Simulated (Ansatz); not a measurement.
**BAs (model structure, started from the CdTe type, P6₄22, No. 181, 6 atoms in the cell)**

Level of theory: G0W0@PBEsol+SOC (Ansatz, a program for electronic structure, plane waves, hard PAW, contour deformation, complete-basis limit, spin–orbit shift from PBEsol).

Run with largest k mesh 9×9×4 (not extrapolated in the mesh).

Cell (relaxed with PBEsol):

```
AsB
1.0
    3.42856     0.00000     0.00000
   -1.71428     2.96922     0.00000
    0.00000     0.00000     7.39643
B As
3 3
Direct
  0.00000   0.49997   0.66667
  0.50003   0.50003   0.00000
  0.49997   0.00000   0.33333
  0.00000   0.49999   0.16667
  0.50001   0.50001   0.50000
  0.49999   0.00000   0.83333
```

```yaml
band_gap: 0.89 eV
```

Note: spin–orbit coupling enters as the shift of the gap found with a semilocal functional; the relaxation could raise the start's symmetry but not lower it, so the cell can be a saddle point.

Static lattice: no zero-point or thermal effects.

A model structure was made by putting elements into a prototype or built by hand; it is no filed structure, need not be a known phase, and can be a saddle point held by its symmetry.
